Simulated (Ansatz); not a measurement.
System: L1₀ (CuAu-type) TiAl. Method: PBE (Ansatz, a quantum-chemistry and plane-wave program, PAW).

Run with plane-wave cutoff 520 eV, 20×20×14 k mesh (along the axes of the cell as run), Fermi–Dirac smearing 0.05 eV, no spin polarisation, scalar-relativistic PAW data made under PBE.

Computed at the level's own relaxed cell.

Task: Give the computed equilibrium volume per atom, lattice constant a (two-atom tetragonal cell) and lattice parameter c (two-atom tetragonal cell).

Result: 
* **equilibrium volume per atom**: 16.23 Å³/atom
* **lattice constant a (two-atom tetragonal cell)**: 2.823 Å
* **lattice parameter c (two-atom tetragonal cell)**: 4.074 Å

The run finds no gap.

Measured, for comparison: lattice constant a 2.826 Å (temperature not stated, not corrected to a static lattice, P4/mmm two-atom cell, a_fct/√2; as tabulated in Zope and Mishin (2003), arXiv:cond-mat/0306298); lattice parameter c 4.077 Å (temperature not stated, not corrected to a static lattice; as tabulated in Zope and Mishin (2003), arXiv:cond-mat/0306298). Computed (rounded) less measured: lattice constant a -0.1 %, lattice parameter c -0.1 %.

Note: the bulk modulus comes from volumes at which shape and atoms were relaxed.

Computing time: very roughly 4 core-minutes.
